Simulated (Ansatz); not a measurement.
Reference: InP (F-43m), PBEsol with spin-orbit coupling, rigid bands (plane waves, PAW; Ansatz, a program for electronic structure); axes and stresses refer to this cell.

```xyz
2
Lattice="0.0000 2.9392 2.9392 2.9392 0.0000 2.9392 2.9392 2.9392 0.0000" Properties=species:S:1:pos:R:3 pbc="T T T"
In     0.0000     0.0000     0.0000
P      1.4696     1.4696     1.4696
```

The hole conductivity mass is 0.56 mₑ and the band gap is 0.54 eV. The Seebeck coefficient, p-type 1e19 cm⁻³ is 317 μV/K.

Q: After one change the values are hole conductivity mass 0.52 mₑ; band gap 0.89 eV; Seebeck coefficient, p-type 1e19 cm⁻³ 310 μV/K. Which change was made?
A) uniaxial stress zz = -2 GPa (compression positive)
B) hydrostatic pressure 5 GPa
C) uniaxial stress zz = 2 GPa (compression positive)

A: B, hydrostatic pressure 5 GPa

Masses are for dilute carriers at 300 K, harmonic means over directions unless an axis is named. Seebeck coefficients are for the stated density at 300 K, with one relaxation time for all states and whether or not that doping can be reached. Stresses and pressures are the targets of the relaxation.  The structure type is held under load, also where the real crystal would transform.
